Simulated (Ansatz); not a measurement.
## Cu, response to strain

The parent structure is Cu in the fcc (Cu type) structure (space group Fm-3m, No. 225; relaxed with 0.1 eV smearing).

```yaml
crystal:
  lattice:
    - [0.00000, 1.78838, 1.78838]
    - [1.78838, 0.00000, 1.78838]
    - [1.78838, 1.78838, 0.00000]
  atoms:
    - { symbol: Cu, position: [0.00000, 0.00000, 0.00000] }
```

Cartesian axes are those of the cell as printed.

Strains are applied to the cell and any free atomic positions relax.

All numbers come from r2SCAN/PAW in Ansatz (a quantum-chemistry and plane-wave program), no SOC.

Notes on the quantities. pressure: mean of the normal stresses, compression positive; energy relative to the base: free energy F.

| case | pressure | energy relative to the base | shortest interatomic distance |
|---|---|---|---|
| base | 0.0 GPa | 0 meV/atom | 2.529 Å |
| tensor shear ε_xy = +0.86 % | 0.0 GPa | ? | ? |
| tensor shear ε_xy = +2.00 % | 0.3 GPa | +5.3 meV/atom | 2.479 Å |
| tensor shear ε_xy = +1.14 % | 0.1 GPa | +1.7 meV/atom | 2.500 Å |
| tensor shear ε_xy = +0.57 % | 0.0 GPa | +0.4 meV/atom | 2.515 Å |
| tensor shear ε_xy = +1.71 % | 0.2 GPa | +3.9 meV/atom | 2.486 Å |
| tensor shear ε_xy = +0.29 % | 0.0 GPa | +0.1 meV/atom | 2.522 Å |
| tensor shear ε_xy = +1.43 % | 0.1 GPa | +2.7 meV/atom | 2.493 Å |

Complete the table.


- tensor shear ε_xy = +0.86 %, energy relative to the base: +1.0 meV/atom
- tensor shear ε_xy = +0.86 %, shortest interatomic distance: 2.507 Å

Whether these cells are dynamically stable was not tested. All final runs are without spin polarisation.
